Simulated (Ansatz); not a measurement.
**ZrO2: Li interstitial (started 2.08 Å from the nearest host atom)**

Take a 12-atom supercell of ZrO2 (space group P4_2/nmc, No. 137; a = 3.6208 Å, c = 5.2843 Å) at its relaxed geometry as the base.

The change: one Li atom is added in an open site, starting 2.08 Å from the nearest host atom, atoms relaxed at fixed cell, starting from a slightly rattled geometry.

Level of theory: PBE/PAW in Ansatz (a first-principles code), no spin-orbit coupling, earlier PAW set. k-mesh 5×5×5 (Γ-centred); smearing 0.01 eV (Fermi–Dirac).

```tsv
quantity	base	changed	shift
pressure	0.0 GPa	10.9 GPa	+10.9 GPa
largest displacement of a host atom from its site in the perfect cell	–	0.36 Å	–
final site of the added atom	–	8 O at 1.83–2.52 Å	–
```

The magnetic state is the one reached from the starting moments; the real material's order can differ, and small cells can't hold many antiferromagnetic ones. The cell is small, so the values are those of an ordered compound at a high defect concentration; dilute-limit values will differ. A case with no gap was solved on a k-mesh chosen for an insulator, which is coarse for it. The defect cell is spin-polarised and ends with 1.0 μB. This is not the structure that ZrO2 has at room temperature and ambient pressure.
